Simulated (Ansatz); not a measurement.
**What S → Te does to MoS2**

The reference is MoS2 in the 2H-MoS2 type structure (space group P6_3/mmc, No. 194; a = 3.1090 Å, c = 11.7086 Å; layered, stacked along the Cartesian z axis).

Now apply this change: full substitution S → Te, then cell and atoms are relaxed.

Method: PBEsol-D3(BJ)/PAW in Ansatz (a program for electronic structure), scalar-relativistic without spin-orbit coupling, earlier PAW set. Settings: 11×11×3 k-points, 0.05 eV Fermi–Dirac smearing, for the changed cell.

```json
[
 {"quantity": "density", "base": "5.42 g/cm³", "changed": "8.57 g/cm³", "shift": "+3.142 g/cm³"},
 {"quantity": "lattice parameter a", "base": "310.9 pm", "changed": "343.4 pm", "shift": "+32.5 pm"},
 {"quantity": "c/a ratio", "base": "3.766", "changed": "3.882", "shift": "+0.116"},
 {"quantity": "space group", "base": "P6_3/mmc (No. 194)", "changed": "P6_3/mmc (No. 194)", "shift": "–"},
 {"quantity": "shortest interatomic distance", "base": "238.0 pm", "changed": "268.8 pm", "shift": "+30.8 pm"},
 {"quantity": "band gap", "base": "0.52 eV", "changed": "0.33 eV", "shift": "-0.195 eV"},
 {"quantity": "gap character", "base": "indirect, Γ → K–Γ (44 % along)", "changed": "indirect, K–Γ (81 % along) → K–Γ (44 % along)", "shift": "–"},
 {"quantity": "smallest direct gap", "base": "1.79 eV", "changed": "0.79 eV", "shift": "-1.006 eV"},
 {"quantity": "width of the top valence band", "base": "1.88 eV", "changed": "1.19 eV", "shift": "-0.69 eV"}
]
```

Cost of the whole job for the changed cell (relaxation, final SCF and bands): roughly 3.0 core-minutes.

Spin-orbit coupling, missing from the scalar runs, can matter with Te. No phonon test of stability was made.
